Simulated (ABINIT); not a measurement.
A self-consistent single point of CaSnF4 (P4/mmm, 6 atoms in the cell) with ABINIT.

Level of theory: LDA (PW92), PAW (JTH v2.0 LDA PAW) (plane waves; ABINIT).

The change in words: lattice scaled by 0.98. Reference geometry:
```
CELL_PARAMETERS angstrom
      4.00455     0.00000     0.00000
      0.00000     4.00455     0.00000
      0.00000     0.00000     5.78047
ATOMIC_POSITIONS crystal
  Ca 0.00000 0.00000 0.50000
  Sn 0.50000 0.50000 0.00000
  F  0.50000 0.00000 0.26574
  F  0.50000 0.00000 0.73426
  F  0.00000 0.50000 0.26574
  F  0.00000 0.50000 0.73426
```

Reference input (self-consistent single point, DFT, LDA (PW92), plane waves, PAW (JTH v2.0 LDA PAW)): pseudos = [Ca.LDA_PW-JTH.xml, Sn.LDA_PW-JTH.xml, F.LDA_PW-JTH.xml]; ecut = 653 eV; pawecutdg = 1306 eV; pawxcdev = 0; ixc = 7; occopt = 3; tsmear = 0.01 eV; ngkpt = 8 8 5; nshiftk = 1; shiftk = 0 0 0; potentials = JTH v2.0 LDA PAW; nband = 34. This run's input differs from it in these lines:

```diff
@@ -3,3 +3,3 @@
 pseudos "Ca.LDA_PW-JTH.xml, Sn.LDA_PW-JTH.xml, F.LDA_PW-JTH.xml"
-acell 4.0045500000 4.0045500000 5.7804700000 Angstrom
+acell 3.9244590000 3.9244590000 5.6648610000 Angstrom
 rprim
```

Output, abridged:

```
--- !BeginCycle
solver: {iscf: 17, nstep: 50, nline: 4, wfoptalg: 10, }
tolerances: {tolvrs: 1.00E-11, }
...

     iter   Etot(hartree)      deltaE(h)  residm     nres2
 ETOT  1  -204.52616568036    -2.045E+02 3.987E-01 2.268E+01
 ETOT  2  -204.79571612140    -2.696E-01 5.743E-02 7.256E+00
 ETOT  3  -204.78645005819     9.266E-03 1.234E-02 6.993E-01
 ETOT  4  -204.78310942869     3.341E-03 1.092E-02 1.989E-01
 ETOT  5  -204.78285673504     2.527E-04 7.758E-03 2.233E-02
   [... 6 lines left out ...]
 ETOT 12  -204.78280417459    -5.427E-10 1.335E-03 1.692E-08
 ETOT 13  -204.78280417458     1.421E-11 1.355E-03 1.749E-09
 ETOT 14  -204.78280417457     1.563E-12 9.621E-04 5.797E-10
 ETOT 15  -204.78280417457     7.958E-13 8.776E-04 7.868E-12
 At SCF step   15       nres2   =  7.87E-12 < tolvrs=  1.00E-11 =>converged.

 Cartesian components of stress tensor (hartree/bohr^3)
  sigma(1 1)=  1.17963353E-04  sigma(3 2)=  0.00000000E+00
  sigma(2 2)=  1.17963353E-04  sigma(3 1)=  0.00000000E+00
  sigma(3 3)=  1.23918813E-04  sigma(2 1)=  0.00000000E+00

 ----iterations are completed or convergence reached----

 reduced coordinates (array xred) for    6 atoms
       0.000000000000      0.000000000000      0.500000000000
       0.500000000000      0.500000000000      0.000000000000
       0.500000000000      0.000000000000      0.265740000000
       0.500000000000      0.000000000000      0.734260000000
       0.000000000000      0.500000000000      0.265740000000
       0.000000000000      0.500000000000      0.734260000000
 cartesian forces (eV/Angstrom) at end:
   [... lines left out ...]
 Fermi (or HOMO) energy (hartree) =   0.20780   Average Vxc (hartree)=  -0.37741
 Fermi (or HOMO) energy (eV) =   5.65448   Average Vxc (eV)= -10.26989
   [... lines left out ...]
'-kT*entropy'       :  8.15355400296290E-16
total_energy        : -2.04782805123424E+02
total_energy_eV     : -5.57242351814105E+03
...

-Cartesian components of stress tensor (GPa)         [Pressure= -3.5290E+00 GPa]
- sigma(1 1)=  3.47060110E+00  sigma(3 2)=  0.00000000E+00
- sigma(2 2)=  3.47060110E+00  sigma(3 1)=  0.00000000E+00
- sigma(3 3)=  3.64581675E+00  sigma(2 1)=  0.00000000E+00

 Calculation completed.
```

The run converged in 15 iterations. Against the reference run the free energy goes down by 30.1 meV/atom, the pressure goes from -7.71 to -3.53 GPa, the largest force goes from 0.037 to 0.013 eV/Å and the gap on the mesh goes from 3.481 to 3.375 eV.

The starting cell comes from a database of computed structures (which also holds hypothetical and non-ambient phases and stackings), without a prior relaxation at this level. For this run, on top of that: lattice scaled by 0.98. With a pressure of about -4 GPa the cell is away from its equilibrium volume at this level.

Cost on one core of a shared machine: roughly 7 min.
